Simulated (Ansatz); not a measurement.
Consider SiO2 (space group P6_322, No. 182; a = 5.061 Å, c = 8.595 Å; a cell from a computed database, its experimental status unchecked). Axes: x lies along a and z along c of the hexagonal cell.

The values are results of Ansatz (a program for electronic structure) PBEsol, spin-orbit coupling left out, not measurements.

It is then changed as follows: the cell is stretched by 1.28 % along z with no lateral relaxation, atoms relaxed at fixed cell.

### Question
Predict the stress tensor and what it implies for the stiffness.

### Answer
Stress of the strained cell less that of the base (GPa, compression positive):
```
  -0.30    0.00    0.00
   0.00   -0.30    0.00
   0.00    0.00   -2.96
```

Then −Δσ_ii/ε with ε = 0.0128 gives secant stiffness values (nonlinear terms included at this strain): C33 ≈ 232 GPa, C13 ≈ 24 GPa and C23 ≈ 24 GPa.

Stability against distortions was not tested.
